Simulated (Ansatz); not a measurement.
The reference is MoS₂ in the 2H-MoS2 type structure (space group P6_3/mmc, No. 194; a = 3.109 Å, c = 11.709 Å; layered, stacked along the Cartesian z axis).

Levels (all Ansatz, a program for electronic structure, PAW, earlier PAW set): PBEsol-D3(BJ) (420 eV, spin-orbit coupling left out); HSE06 (420 eV, without spin-orbit coupling).

Its gap is 0.52 eV with PBEsol-D3(BJ) and 1.09 eV with HSE06.

Perturbation: a negative pressure, −1 GPa.

With PBEsol-D3(BJ) the gap becomes 0.60 eV.

Question: If the HSE06 correction stayed the same, what would the HSE06 gap be, and what does the HSE06 run give?

Answer: A rigid correction of +0.57 eV gives 1.17 eV. The HSE06 run gives 1.17 eV, so the two effects roughly add.

Single points use the geometry relaxed with PBEsol-D3(BJ). HSE06 gaps are upper bounds (no full band path). Load acts through the strain it causes; cell and atoms are relaxed under it. Whether these cells are dynamically stable was not tested.
